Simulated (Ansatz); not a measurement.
Functionals compared on a constructed model of the (111) surface of germanium, (√3x√3)R30° Ga adatom at H3 (bottom of the slab: 3 H on 3 bottom sites), in Ansatz (plane waves, PAW). The structure was relaxed with PBE; the other rows are single points on it. Cutoff 420 eV (500 eV for r2SCAN).

Slab: 28 atoms, 13.3 Å thick at the start with caps and adatoms (thin: gaps and levels are the slab's own); k 5x5x1, smearing 0.025 eV, dipole-corrected; 6 atoms held, the rest relaxed; symmetry of the start imposed; no spin (no spin-polarised run to compare, though such a face may carry moments), no spin-orbit, no U. The slab shows no gap on its mesh. In PBE it lies 0.05 eV a 1x1 cell over the lowest computed structure of the same composition ((√3x√3)R30° Ga adatom at T4). These notes are the PBE run's.

```csv
functional,work function of the top face (eV),rough cost of the single point
PBE,4.16,–
r2SCAN,?,roughly 4 core-minutes
```

**Question.** Some entries are withheld; supply them.

**Answer.** 
- r2SCAN, work function of the top face (eV): 4.29

Ansatz is an electronic-structure program.
